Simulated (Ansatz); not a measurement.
# Hf: response to strain

The reference is Hf in the hcp (Mg type) structure (space group P6_3/mmc, No. 194; a = 3.1983 Å, c = 5.0488 Å; relaxed with 0.1 eV smearing). Axes: x lies along a and z along c of the hexagonal cell.

Strains are applied to the cell and any free atomic positions relax; under biaxial strain the out-of-plane vector relaxes too.

All numbers come from r2SCAN (Ansatz, a first-principles code), without spin-orbit coupling.

Notes on the quantities. pressure: mean of the normal stresses, compression positive.

```json
[
 {"case": "base", "pressure": "0.0 GPa", "shortest interatomic distance": "3.128 Å"},
 {"case": "biaxial strain −4.54 %, plane normal [001], relaxed out of plane", "pressure": "7.5 GPa", "shortest interatomic distance": "3.053 Å"},
 {"case": "biaxial strain −3.36 %, plane normal [001], relaxed out of plane", "pressure": "5.4 GPa", "shortest interatomic distance": "3.091 Å"},
 {"case": "biaxial strain −0.65 %, plane normal [001], relaxed out of plane", "pressure": "1.0 GPa", "shortest interatomic distance": "3.129 Å"},
 {"case": "biaxial strain −0.48 %, plane normal [001], relaxed out of plane", "pressure": "0.7 GPa", "shortest interatomic distance": "3.129 Å"},
 {"case": "biaxial strain +0.70 %, plane normal [001], relaxed out of plane", "pressure": "-1.0 GPa", "shortest interatomic distance": "3.126 Å"},
 {"case": "biaxial strain +3.34 %, plane normal [001], relaxed out of plane", "pressure": "-4.4 GPa", "shortest interatomic distance": "3.123 Å"},
 {"case": "isotropic strain −0.90 %", "pressure": "3.1 GPa", "shortest interatomic distance": "3.100 Å"},
 {"case": "uniaxial strain ε_xx = −1.40 %", "pressure": "1.6 GPa", "shortest interatomic distance": "3.115 Å"},
 {"case": "uniaxial strain ε_zz = +2.00 %", "pressure": "-2.1 GPa", "shortest interatomic distance": "3.169 Å"}
]
```

No phonon test of stability was made. The final runs are not spin-polarised.
